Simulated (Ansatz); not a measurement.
# How the equilibrium volume per atom of GeRh (model structure, started from the CrB type, Cmcm, No. 63, 4 atoms in the cell) moves with the method

No measured value is used here.

```
level (code)         value (Å³/atom)
-------------------  ---------------
PBE (Ansatz)                   15.10
PBEsol (Ansatz)                14.48
PBE-D3(BJ) (Ansatz)            14.59
```

Ansatz's density-functional and Hartree–Fock values are scalar-relativistic unless marked +SOC, with PAW data made under PBE.

A model structure was made by putting elements into a prototype or built by hand; it is no filed structure, need not be a known phase, and can be a saddle point held by its symmetry.

Ansatz is a quantum-chemistry and plane-wave program.
